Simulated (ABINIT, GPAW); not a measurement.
A GPAW input for a self-consistent single point of SrTe (Fm-3m, 2 atoms in the cell) (DFT PBE, plane waves, GPAW PAW datasets PBE (gpaw-data 1.0.1)):

```python
from ase import Atoms
from ase.units import GPa
from gpaw import GPAW, PW, FermiDirac

atoms = Atoms(['Sr', 'Te'],
              cell=[[0.000000, 3.326538, 3.326538],
                    [3.326538, 0.000000, 3.326538],
                    [3.326538, 3.326538, 0.000000]],
              positions=[[0.000000, 0.000000, 0.000000],
                         [3.326538, 3.326538, 3.326538]],
              pbc=True)

calc = GPAW(mode=PW(600),
            xc='PBE',
            kpts=(9, 9, 9),
            occupations=FermiDirac(0.0),
            nbands=-8,
            convergence={'forces': 0.001, 'bands': -6},
            symmetry={'symmorphic': False, 'tolerance': 0.0005},
            maxiter=120,
            txt='-')

atoms.calc = calc

energy = atoms.get_potential_energy()
print('Energy (eV):', round(energy, 6))
forces = atoms.get_forces()
print('Forces (eV/Ang):')
print(forces.round(5))
stress = atoms.get_stress()
print('Stress (GPa, Voigt):', (stress / GPa).round(4))
```

Give the ABINIT input for the same structure, mesh, smearing and functional.

This is the input that was run; spellings and numerical settings could be chosen otherwise.

```
# SrTe, JTH v2.0 PBE PAW
pp_dirpath "./"
pseudos "Sr.GGA_PBE-JTH.xml, Te.GGA_PBE-JTH.xml"
acell 8.8900940147 8.8900940147 8.8900940147
rprim
        -0.0000000000    0.7071067812    0.7071067812
         0.7071067812   -0.0000000000    0.7071067812
         0.7071067812    0.7071067812   -0.0000000000
natom 2
ntypat 2
znucl 38 52
typat 1 2
xcart
         0.0000000000    0.0000000000    0.0000000000
         3.3265380000    3.3265380000    3.3265380000
      Angstrom
ecut 20 Ha
pawecutdg 40 Ha
pawxcdev 0
occopt 1
nband 11
kptopt 1
ngkpt 9 9 9
nshiftk 1
shiftk 0 0 0
nstep 100
toldfe 1.0e-09
diemac 9
prtwf 0
prtden 0
prtvol 1
enunit 2
```

Basis, cutoffs, solver keys and any potentials are the target program's own. This input uses DFT, PBE, plane waves, PAW (JTH v2.0 PBE PAW). Both were run: pressure 1.12 GPa in GPAW and 1.00 in ABINIT; gap on the mesh 1.761 eV in GPAW and 1.720 in ABINIT.

On GPAW: the starting cell comes from a database of computed structures (which also holds hypothetical and non-ambient phases and stackings), without a prior relaxation at this level. Its lattice was rescaled by a random factor within 2.5 % of one. For this run, on top of that: lattice scaled by 0.98. Spin-orbit coupling is off.

On ABINIT: the starting cell comes from a database of computed structures (which also holds hypothetical and non-ambient phases and stackings), without a prior relaxation at this level. Its lattice was rescaled by a random factor within 2.5 % of one. For this run, on top of that: lattice scaled by 0.98. Spin-orbit coupling is off.
